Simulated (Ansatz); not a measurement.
Cubic perovskite BaHfO3 was calculated with r²SCAN+SOC in Ansatz (plane waves, PAW).

The input as run:

Ansatz 0.2 input:
```yaml
crystal:
  lattice:
    - [4.2576474033, 0.0, 0.0]
    - [0.0, 4.2576474033, 0.0]
    - [0.0, 0.0, 4.2576474033]
  atoms:
    - { symbol: Ba, position: [0.0, 0.0, 0.0] }
    - { symbol: Hf, position: [0.5, 0.5, 0.5] }
    - { symbol: O, position: [0.5, 0.0, 0.5] }
    - { symbol: O, position: [0.0, 0.5, 0.5] }
    - { symbol: O, position: [0.5, 0.5, 0.0] }
basis:
  ecutwfc: 560
  ecutrho_ratio: 4
  xc_grid: 3
kpoints:
  mp_grid: { grid: [8, 8, 8] }
hamiltonian:
  xc: r2scan
  dispersion: none
  pseudopotentials: { kind: paw }
scf:
  occupations: { method: fermi_dirac, width: 0.01 }
  convergence: { dr2_threshold: 0.0000000005 }
output:
  forces: true
  stress: true
  eigenvalues: true
magnetization:
  noncollinear: true
  spin_orbit: true
```

### Question
How many irreducible k-points, plane waves at Γ does the program set up, and what pressure does the run end with?

### Answer
35 irreducible k-points, 2325 plane waves at Γ; P = -8.78 GPa, so the cell is stretched on average and its volume would shrink at this level.

From the output:

```
Crystal: 5 atoms, lattice volume = 77.181 Å³
Basis set: ecut = 560 eV, 2325 PW (Γ), exchange–correlation on 108×108×108 points (27 copies of the dense FFT grid, shifted against one another)
Bands: 66, of which v1, the nominal top of the filled ones, is band 54 counted from 1 (53 counted from 0)
Symmetry: 48 space group operations + 48 with time reversal
k-points: 35 of 512
Initial density: superposition of atomic densities (chi_scale 0.1, normalization cell, long waves kept (reshape's long-wave potential 0.00 eV rms))
Functional: x = r2scan, c = r2scan; τ floored in thin density (d = 2e-4 eV/Å³)
spin=Noncollinear: Resta preconditioning applied to the charge; magnetization (m_x, m_y, m_z) channels mix plain (no charge-response kernel on spin).
SCF 1 converged in 10 iterations: F = -23374.569564 eV  dr2 = 1.89e-10
SCF converged after 10 iterations
Free energy (F): -23374.569564 eV
Internal energy: -23374.569564 eV  (E = F + TS)
E sigma→0 (E₀):  -23374.569564 eV
Fermi energy:    12.370917 eV
--- Forces (eV/Å), atoms counted from 1 ---
  atom   1  Ba    -0.00000000    -0.00000000     0.00000000
  atom   2  Hf     0.00000000     0.00000000     0.00000000
  atom   3  O      0.00000000    -0.00000000    -0.00000000
  atom   4  O      0.00000000    -0.00000000     0.00000000
  atom   5  O      0.00000000     0.00000000    -0.00000000
--- Stress (GPa, compression-positive) ---
       -8.783408      -0.000000       0.000000
        0.000000      -8.783408       0.000000
        0.000000       0.000000      -8.783408
  P = ⅓ Tr σ = -8.7834 GPa (-87.834 kbar)
```

The cell is one volume of an energy–volume scan, off the minimum.

The PAW data were made under PBE.

Computing time: about 80 core-seconds (a rough figure).

Ansatz is a first-principles code.
